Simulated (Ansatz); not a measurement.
Abridged Ansatz (a first-principles code) output:

```
Pseudopotential: Ba, paw, valence charge 10
Pseudopotential: Cs, paw, valence charge 9
Crystal: 4 atoms, lattice volume = 357.727 Å³
Basis set: ecut = 420 eV, 6929 PW (Γ), exchange–correlation on 64×64×240 points (8 copies of the dense FFT grid, shifted against one another)
Bands: 23, of which v1, the nominal top of the filled ones, is band 19 counted from 1 (18 counted from 0)
Symmetry: 8 space group operations
k-points: 72 of 363
Functional: x = pbesol(κ = 0.804, μ = 0.12345679012345678), c = pbesol(β = 0.046)
SCF iter   1: F=—  HF=-22619.596354 eV  |F-HF|=—  |Δ(HF+E_count)|=         —  Δρ=1.27e-3  dr2=3.36e-2  ethr=1.77e-3  ⟨swp⟩=9.2  Hψ=9503  notcnv=0
SCF iter   2: F=—  HF=-22619.595888 eV  |F-HF|=—  |Δ(HF+E_count)|=   4.67e-4  Δρ=8.45e-4  dr2=2.92e-2  ethr=9.08e-5  ⟨swp⟩=2.7  Hψ=3449  notcnv=0
SCF 1 converged in 10 iterations: F = -22619.594802 eV  dr2 = 1.28e-10
SCF converged after 10 iterations
Free energy (F): -22619.594802 eV
Internal energy: -22619.544492 eV  (E = F + TS)
E sigma→0 (E₀):  -22619.569647 eV
Entropy (-TS):   -0.050310 eV (-12.577 meV/atom)
Fermi energy:    3.361520 eV
--- Forces (eV/Å), atoms counted from 1 ---
  atom   1  Ba    -0.00000000     0.00000000     0.00000000
  atom   2  Cs     0.00000000     0.00000000     0.00213638
  atom   3  Cs     0.00000000     0.00000000     0.00000000
  atom   4  Cs     0.00000000     0.00000000    -0.00213638
--- Stress (GPa, compression-positive) ---
       -0.013867       0.000000       0.000000
        0.000000       0.012329       0.000000
        0.000000       0.000000      -0.007213
  P = ⅓ Tr σ = -0.0029 GPa (-0.029 kbar)
```

**Question.** What was computed, and what are the main results?

**Answer.** Cs3Ba, 4 atoms in the cell, with PBEsol/PAW in Ansatz, without spin-orbit coupling. The last SCF converged to F = -22619.594802 eV, or -5654.8987 eV per atom, at a pressure of 0.00 GPa. The total energy compares only with runs of the same code, potentials and settings.

These are small ordered cells, not random alloys; other orderings at the same x differ. Stability against distortions was not tested. The final runs are not spin-polarised. An odd electron count without spin: Cs3Ba. The cell was made from Ba by this change: x(Cs) = 0.75, 4 atoms, Cmmm.
